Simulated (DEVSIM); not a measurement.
System: Cr/SiO2/p-Ge capacitor, at 300 K.

```csv
layer (left to right),material,thickness (nm),Na (cm⁻³)
1,SiO2,1.20,-
2,Ge,1900,9.9e16
```

Metal gate on the left, work function 4.5 eV. Fixed charge at the semiconductor interface 0 cm⁻² (in units of +e); no interface traps.

Constants are typed, rounded textbook-type inputs, not results; the design itself was drawn at random and stands for no fabricated device. Values at 300 K.

| parameter | SiO2 | Ge |
|---|---|---|
| gap (eV) | 9 | 0.664 |
| affinity (eV) | 0.9 | 4 |
| permittivity | 3.9 | 16 |
| Nc (cm⁻³) | - | 1.04e19 |
| Nv (cm⁻³) | - | 6e18 |

Simulated with DEVSIM: 1D Poisson equation in equilibrium, Boltzmann statistics, complete ionisation; no quantum confinement or tunnelling. Metal contacts follow the ideal Schottky-Mott rule: no Fermi-level pinning, no interface dipoles.

Problem. Tabulate band edges, carrier densities and field at 0.3 V on the gate.

Solution. Energies count from the Fermi level of the right contact; mesh points crowd at the junctions.

| x (μm) | Ec (eV) | Ev (eV) | n (cm⁻³) | p (cm⁻³) | field (V/cm) |
|---|---|---|---|---|---|
| 0.000 | 3.300 | -5.700 | < 1e2 | < 1e2 | 330000 |
| 0.0005645 | 3.319 | -5.681 | < 1e2 | < 1e2 | 330000 |
| 0.001057 | 3.335 | -5.665 | < 1e2 | < 1e2 | 330000 |
| 0.001969 | 0.246 | -0.418 | 7.8e14 | 5.6e11 | 80000 |
| 0.004693 | 0.267 | -0.397 | 3.4e14 | 1.3e12 | 77000 |
| 0.008896 | 0.298 | -0.366 | 1.0e14 | 4.3e12 | 72000 |
| 0.01689 | 0.353 | -0.311 | 1.2e13 | 3.5e13 | 63000 |
| 0.04069 | 0.472 | -0.192 | 1.2e11 | 3.6e15 | 37000 |
| 0.07738 | 0.546 | -0.118 | 7.1e9 | 6.2e16 | 7500 |
| 0.1472 | 0.558 | -0.106 | 4.4e9 | 9.8e16 | 90 |
| 0.2801 | 0.558 | -0.106 | 4.4e9 | 9.9e16 | ≈ 0 |
| 0.6754 | 0.558 | -0.106 | 4.4e9 | 9.9e16 | ≈ 0 |
| 1.177 | 0.558 | -0.106 | 4.4e9 | 9.9e16 | ≈ 0 |
| 1.521 | 0.558 | -0.106 | 4.4e9 | 9.9e16 | ≈ 0 |
| 1.739 | 0.558 | -0.106 | 4.4e9 | 9.9e16 | ≈ 0 |
| 1.816 | 0.558 | -0.106 | 4.4e9 | 9.9e16 | ≈ 0 |
| 1.859 | 0.558 | -0.106 | 4.4e9 | 9.9e16 | ≈ 0 |
| 1.879 | 0.558 | -0.106 | 4.4e9 | 9.9e16 | ≈ 0 |
| 1.893 | 0.558 | -0.106 | 4.4e9 | 9.9e16 | ≈ 0 |
| 1.897 | 0.558 | -0.106 | 4.4e9 | 9.9e16 | ≈ 0 |
| 1.900 | 0.558 | -0.106 | 4.4e9 | 9.9e16 | ≈ 0 |
| 1.901 | 0.558 | -0.106 | 4.4e9 | 9.9e16 | ≈ 0 |
